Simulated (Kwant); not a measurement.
Device: quantum point contact (saddle potential) in a InAs two-dimensional gas. Effective mass 0.023 mₑ, grid spacing 12 nm, hard walls, nominal width 300 nm (25 grid rows, so walls 312 nm apart), one parabolic valley, scattering region 900 nm long along x; energies count from the band bottom; Fermi energy 0.00844 eV. Potential (V0 + ½k y²) cos²(πx/L) for |x| < L/2, with V0 swept from 0.008862 to 0 eV, k = 1e-06 eV/nm², L = 360 nm.

Constants are typed, rounded textbook-type inputs, not results; the design itself was drawn at random and stands for no fabricated device.

Computed with Kwant: effective-mass tight-binding model on a square grid, one spin, coherent transport at 0 K. Conductance is in e²/h.

Sweep values stay those of the base run.

The magnetic field was swept, all else fixed.

```csv
magnetic field (T),G (e²/h) at V0 = 2.312 meV
0,3.37
0.014,3.37
0.028,3.36
0.046,3.35
0.069,3.31
0.11,3.22
```

From the first row to the last the G at V0 = 2.312 meV goes from 3.37 to 3.22.
